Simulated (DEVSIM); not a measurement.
Device: abrupt Ge p-n junction, at 300 K.

Layer 1 from the left is Ge, thickness (μm) 98.0, Na (cm⁻³) 3.5e17, τn (s) 0.0005, τp (s) 0.0005. Layer 2 from the left is Ge, thickness (μm) 200, Nd (cm⁻³) 8.2e16, τn (s) 0.0005, τp (s) 0.0005.

Left contact: ohmic. Right contact: ohmic. Voltage is applied to the left contact. Recombination: SRH at mid-gap. Mobility is μmin + (μ − μmin)/(1 + (N/Nref)^α).

Constants are typed, rounded textbook-type inputs, not results; the design itself was drawn at random and stands for no fabricated device. Values at 300 K.

Ge: gap (eV) 0.664, affinity (eV) 4, permittivity 16, Nc (cm⁻³) 1.04e19, Nv (cm⁻³) 6e18, μn (cm²/Vs) 3900, μp (cm²/Vs) 1900, μn,min 150, μp,min 100, Nref,n 2.6e17, Nref,p 4e17, αn 0.56, αp 0.6.

DEVSIM, 1D drift-diffusion, Boltzmann statistics, complete ionisation; no tunnelling, impact ionisation, image-force lowering or self-heating.

Q: What does the simulation give for the dark forward voltage at 1 A/cm², the largest field in the device at zero bias?

A: dark forward voltage at 1 A/cm² 0.334 V; largest field in the device at zero bias 79000 V/cm.
